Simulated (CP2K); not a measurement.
Worked example: self-consistent single point of NaCd3 (Fm-3m, 4 atoms in the cell) in CP2K.

Computed with PBEsol, GPW, DZVP-MOLOPT-SR-GTH basis, GTH-PBE potentials (GTH_POTENTIALS) run with CP2K.

```
CELL_PARAMETERS angstrom
      5.00548     0.00000     0.00000
      2.50274     4.33487     0.00000
      2.50274     1.44496     4.08696
ATOMIC_POSITIONS crystal
  Na 0.00000 0.00000 0.00000
  Cd 0.25000 0.25000 0.25000
  Cd 0.75000 0.75000 0.75000
  Cd 0.50000 0.50000 0.50000
```

Reference input (self-consistent single point, DFT LDA (Pade form), GPW, DZVP-MOLOPT-SR-GTH basis, GTH-PADE potentials (GTH_POTENTIALS)): CUTOFF = 950 Ry; REL_CUTOFF = 60 Ry; SMEAR/METHOD = FERMI_DIRAC; ELECTRONIC_TEMPERATURE = 1160.45 K; KPOINTS/SCHEME = MONKHORST-PACK 8 8 8; GAMMA_CENTERED = T; XC_FUNCTIONAL = PADE; Na/BASIS_SET = DZVP-MOLOPT-SR-GTH-q9; Na/POTENTIAL = GTH-PADE-q9; Cd/BASIS_SET = DZVP-MOLOPT-SR-GTH-q12; Cd/POTENTIAL = GTH-PADE-q12; METHOD = GPW. This run's input differs from it in these lines:

```diff
@@ -43,3 +43,6 @@
     &XC
-      &XC_FUNCTIONAL PADE
+      &XC_FUNCTIONAL
+        &PBE
+          PARAMETRIZATION PBESOL
+        &END PBE
       &END XC_FUNCTIONAL
@@ -76,3 +79,3 @@
       BASIS_SET DZVP-MOLOPT-SR-GTH-q9
-      POTENTIAL GTH-PADE-q9
+      POTENTIAL GTH-PBE-q9
     &END KIND
@@ -80,3 +83,3 @@
       BASIS_SET DZVP-MOLOPT-SR-GTH-q12
-      POTENTIAL GTH-PADE-q12
+      POTENTIAL GTH-PBE-q12
     &END KIND
```

The program printed (abridged):

```
 SCF WAVEFUNCTION OPTIMIZATION

  Step     Update method      Time    Convergence         Total energy    Change
     1 NoMix/Diag. 0.30E+00      -     0.68389460      -185.9758953689 -1.86E+02
     2 Broy./Diag. 0.30E+00      -     0.07490708      -186.7138234590 -7.38E-01
     3 Broy./Diag. 0.30E+00      -     0.06645095      -185.9755052014  7.38E-01
     4 Broy./Diag. 0.30E+00      -     0.00533688      -185.6478628286  3.28E-01
     5 Broy./Diag. 0.30E+00      -     0.00305706      -185.6635589281 -1.57E-02
     6 Broy./Diag. 0.30E+00      -     0.00122771      -185.6752818143 -1.17E-02
     7 Broy./Diag. 0.30E+00      -     0.00019480      -185.6712375452  4.04E-03
     8 Broy./Diag. 0.30E+00      -     0.00016663      -185.6704360345  8.02E-04
     9 Broy./Diag. 0.30E+00      -     0.00000934      -185.6707728636 -3.37E-04
    10 Broy./Diag. 0.30E+00      -     0.00000255      -185.6708225648 -4.97E-05
    11 Broy./Diag. 0.30E+00      -     0.00000098      -185.6708192420  3.32E-06
  *** SCF run converged in    11 steps ***

  Overlap energy of the core charge distribution:               0.00000000001899
  Self energy of the core charge distribution:               -348.51529274609129
  Core Hamiltonian energy:                                    106.13241759344554
  Hartree energy:                                              83.36891358197180
  Exchange-correlation energy:                                -26.65551458786809
  Electronic entropic energy:                                  -0.00134308339706
  Fermi energy:                                                 0.22174419878800

  Total energy:                                              -185.67081924204072
  Total energy (extrapolated to T->0):                       -185.67014770034220

                     Mulliken Population Analysis

   [... lines left out ...]

 STRESS| Analytical stress tensor [bar]
 STRESS|                        x                   y                   z
 STRESS|      x       -6.03490529961E+03   8.29229861008E+01   5.86354657800E+01
 STRESS|      y        8.29229861008E+01  -6.13058726235E+03   3.38238153180E+01
 STRESS|      z        5.86354657800E+01   3.38238153180E+01  -6.15461431893E+03
 STRESS| 1/3 Trace                                            -6.10670229363E+03
```

The run converged in 11 iterations. Against the reference run the pressure goes from -2.91 to -0.61 GPa.

The starting cell comes from a database of computed structures (which also holds hypothetical and non-ambient phases and stackings), without a prior relaxation at this level. Values carry the incompleteness of an atom-centred basis. The potentials were made for another functional than the one used.

Cost on one core of a shared machine: roughly 2 min.
